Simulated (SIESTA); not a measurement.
Worked example: self-consistent single point of GaFe3 (P1, 4 atoms in the cell) in SIESTA.

Computed with LDA PW92, numerical atomic orbitals DZP, PseudoDojo LDA standard norm-conserving potentials (rewritten from UPF to PSML) run with SIESTA.

The change in words: atoms moved at random. Reference geometry:
```
GaFe3
1.0
    3.63803     0.00000     0.00000
    0.00000     3.63803     0.00000
    0.00000     0.00000     3.63803
Ga Fe
1 3
Direct
  0.00000   0.00000   0.00000
  0.00000   0.50000   0.50000
  0.50000   0.00000   0.50000
  0.50000   0.50000   0.00000
```
Moments meant for the start (each program seeds them in its own way; μB, in the order of the atoms Ga Fe Fe Fe): 0.0 4.0 4.0 4.0.

Reference input (self-consistent single point, DFT, LDA PW92, numerical atomic orbitals DZP, PseudoDojo LDA standard norm-conserving potentials (rewritten from UPF to PSML)): XC.functional = LDA; XC.authors = PW92; potentials = PseudoDojo LDA standard; PAO.BasisSize = DZP; PAO.EnergyShift = 0.01 Ry; MeshCutoff = 350 Ry; kgrid.MonkhorstPack = 6 6 6; OccupationFunction = MP; OccupationMPOrder = 0; ElectronicTemperature = 272 meV; Spin = polarized; DM.InitSpin = [1 +0.00, 2 +4.00, 3 +4.00, 4 +4.00]. This run's input differs from it in these lines:

```diff
@@ -18,6 +18,6 @@
 %block AtomicCoordinatesAndAtomicSpecies
-     0.000000000    0.000000000    0.000000000  1
-     0.000000000    1.819015000    1.819015000  2
-     1.819015000    0.000000000    1.819015000  2
-     1.819015000    1.819015000    0.000000000  2
+     0.047403531    0.042099283   -0.008360193  1
+    -0.052031105    1.840202887    1.860670443  2
+     1.811004058   -0.021580794    1.808890363  2
+     1.831657154    1.777312262   -0.023174251  2
 %endblock AtomicCoordinatesAndAtomicSpecies
```

The program printed (abridged):

```
        iscf     Eharris(eV)        E_KS(eV)     FreeEng(eV)     dDmax    Ef(eV) dHmax(eV)
   scf:    1   -12244.794271   -12286.646432   -12286.749978  0.876027 -2.462946 13.724997
     spin moment: {S} , |S| = {        0.0        0.0    7.79936 }     7.79936
   scf:    2   -12299.105124   -12293.436478   -12293.539928  0.151063 -3.192565  8.928832
     spin moment: {S} , |S| = {        0.0        0.0    7.78436 }     7.78436
   scf:    3   -12299.334360   -12298.181535   -12298.282252  0.203208 -4.415611  3.520508
     spin moment: {S} , |S| = {        0.0        0.0    7.53334 }     7.53334
   [... lines left out ...]
     spin moment: {S} , |S| = {        0.0        0.0    6.83657 }     6.83657
   scf:   14   -12298.560243   -12298.560110   -12298.642584  0.000100 -4.697129  0.003715
     spin moment: {S} , |S| = {        0.0        0.0    6.83817 }     6.83817
   scf:   15   -12298.559816   -12298.559963   -12298.642587  0.000230 -4.697433  0.000561
     spin moment: {S} , |S| = {        0.0        0.0    6.83699 }     6.83699
   scf:   16   -12298.559925   -12298.559944   -12298.642587  0.000016 -4.697465  0.000422
     spin moment: {S} , |S| = {        0.0        0.0    6.83681 }     6.83681
SCF Convergence by DM+H criterion
max |DM_out - DM_in|         :     0.0000160962
max |H_out - H_in|      (eV) :     0.0004224969
SCF cycle converged after 16 iterations

Using DM_out to compute the final energy and forces

siesta: E_KS(eV) =           -12298.5599

siesta: E_KS - E_eggbox =    -12298.5599

siesta: Atomic forces (eV/Ang):
     1   -0.363238   -0.458659    0.238862
     2    0.217021   -0.081370   -0.475734
     3    0.163216   -0.005268    0.019837
     4   -0.030828    0.530317    0.209616
   Tot   -0.013829   -0.014981   -0.007419
   Max    0.530317
   Res    0.293342    sqrt( Sum f_i^2 / 3N )
   Max    0.530317    constrained

Stress tensor Voigt[x,y,z,yz,xz,xy] (kbar):      131.89      137.70      138.59        0.82        2.13       -2.00
(Free)E + p*V (eV/cell)   -12302.7316
   [... lines left out ...]
siesta: FreeEng =    -12298.642587
siesta: Cell volume =         48.150281 Ang**3
siesta:        -136.05954819       -137.84534011  kBar
   [... lines left out ...]

             -0.035  -0.083  -0.073

mulliken: Qtot =       27.082

Mulliken Atomic Populations:
Atom #   charge [q] valence [e]      Sz [e]  Species
     1    -1.408135   14.408135   -0.394381  Ga
     2     0.465833   15.534167    2.410580  Fe
     3     0.471229   15.528771    2.414045  Fe
     4     0.471074   15.528926    2.406561  Fe
 Total    -0.000000                6.836805
```

The run converged in 16 iterations. Against the reference run the free energy goes up by 12.4 meV/atom, the pressure goes from -14.50 to -13.61 GPa, the largest force goes from 0.000 to 0.632 eV/Å and the size of the net moment stays at 1.71 μB/atom.

The starting cell comes from a database of computed structures (which also holds hypothetical and non-ambient phases and stackings), without a prior relaxation at this level. For this run, on top of that: atoms moved at random. The magnetic order is the one reached from the typed start; others were not searched systematically. Values carry the incompleteness of an atom-centred basis. With a pressure of about -14 GPa the cell is away from its equilibrium volume at this level.

Cost on one core of a shared machine: roughly 60 s.
